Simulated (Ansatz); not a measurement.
## HfO₂ (Pca2₁, No. 29, 12 atoms in the cell; start mp-685097; a measured phase of this formula has another space group)

The numbers are results of PBE in Ansatz (plane waves, PAW), not measurements.

Settings: plane-wave cutoff 520 eV, 8×8×8 k mesh, Fermi–Dirac smearing 0.01 eV, scalar-relativistic PAW data made under PBE.

Cell (relaxed at this level):

```
CELL_PARAMETERS angstrom
      5.29358     0.00000     0.00000
      0.00000     5.06926     0.00000
      0.00000     0.00000     5.10126
ATOMIC_POSITIONS crystal
  Hf 0.03263 0.26631 0.23998
  Hf 0.96737 0.73369 0.73998
  Hf 0.46737 0.26631 0.73998
  Hf 0.53263 0.73369 0.23998
  O  0.36538 0.06760 0.38318
  O  0.63462 0.93240 0.88318
  O  0.13462 0.06760 0.88318
  O  0.86538 0.93240 0.38318
  O  0.72927 0.46282 0.48984
  O  0.27073 0.53718 0.98984
  O  0.77073 0.46282 0.98984
  O  0.22927 0.53718 0.48984
```

```yaml
band_gap: 4.37 eV (on the SCF k mesh)
direct gap at Γ: 4.83 eV
```

Note: the relaxation could not lower the start's symmetry, so the cell can be a saddle point above a distorted one.

Spin–orbit coupling is not included.

The computed numbers hold no vibrational or temperature effects.

The result took very roughly 19 core-minutes.

A start named mp-… is a Materials Project structure, which need not be a measured phase.

Ansatz is a first-principles code.
